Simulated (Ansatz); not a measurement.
## Worked sum: energy of the reaction between neutral defects in BP (zinc blende, F-43m)

Consider the energy of the reaction between neutral defects in BP (zinc blende, F-43m). Reaction: 64 BP (zinc blende) → cell A + cell B. The sign is products less reactants.

A: a supercell of 64 sites of BP (zinc blende, F-43m) with P on a B site (4 P at 2.18 Å); spin state with PBE: run without spin.

B: a supercell of 64 sites of BP (zinc blende, F-43m) with B on a P site (4 B at 1.83 Å); spin state with PBE: run without spin.

Setting: static, neutral cells in Ansatz (PAW) whose structures rest at the PBE level. Ansatz (a quantum-chemistry and plane-wave program) runs with its default PAW set. Other levels take these structures. The lattices are those relaxed with PBE, so at other levels the solids can be strained, which adds to the spread. Larger cells are relaxed from a start prepared with the learned potential CHGNet, on a coarser mesh till forces fall under 0.03 eV/Å, which some starts already meet. A dispersion term (D3(BJ), or D4 for r2SCAN) was computed beside these levels and is taken off wherever the name lacks it. Cell A has symmetry P-43m and got no random move, so less symmetric positions, which may lie lower, weren't tried. Cell B has symmetry P-43m and got no random move, so less symmetric positions, which may lie lower, weren't tried.

Total energies of the cells in eV, at zero smearing width. They compare only within one column; the weights balance every element.

```tsv
cell	atoms	weight	PBE	PBE+D3(BJ)
A: BP:P_B	64	+1	-29794.40794	-29815.45101
B: BP:B_P	64	+1	-28595.19804	-28615.29229
BP (zinc blende)	64	−2	-29198.31033	-29218.87506
```

PBE: (-29794.40794) + (-28595.19804) − 2 × (-29198.31033) = 7.015 eV.

PBE+D3(BJ): (-29815.45101) + (-28615.29229) − 2 × (-29218.87506) = 7.007 eV.

What follows from the PBE value: Per mole of the reaction as written, 7.015 eV × 96.485 = 676.8 kJ.
